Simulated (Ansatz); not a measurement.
The reference is InHO₂ (space group Pnnm, No. 58; a = 4.521 Å, b = 5.282 Å, c = 3.287 Å; a cell from a computed database, its experimental status unchecked). Axes: x, y, z lie along a, b, c of the conventional cell.

One thing is altered: biaxial strain −2.04 %, plane normal [001], relaxed out of plane (Cartesian); in-plane vectors clamped, the third vector and the atoms free.

Levels (all Ansatz, a program for electronic structure, PAW): PBEsol (420 eV, no spin-orbit coupling); r2SCAN (500 eV, without spin-orbit coupling).

The geometry is relaxed with PBEsol.

- PBEsol band gap = 2.11 eV
- PBEsol gap character = indirect, k = (0.286, 0, 0.400) in the run's primitive reciprocal basis → Γ
- PBEsol pressure = 4.16 GPa
- PBEsol smallest direct gap = 2.17 eV

**Question.** Predict the band gap, gap character, pressure and smallest direct gap from r2SCAN.

**Answer.** The band gap rises by 0.67 eV to 2.78 eV; the gap character stays indirect, k = (0.286, 0, 0.400) in the run's primitive reciprocal basis → Γ; the pressure falls by 0.38 GPa (4.16 GPa → 3.78 GPa); the smallest direct gap rises by 0.69 eV, from 2.17 eV to 2.86 eV.

Single points use the geometry relaxed with PBEsol. Their cutoffs differ, which shifts pressures a little. Whether these cells are dynamically stable was not tested.
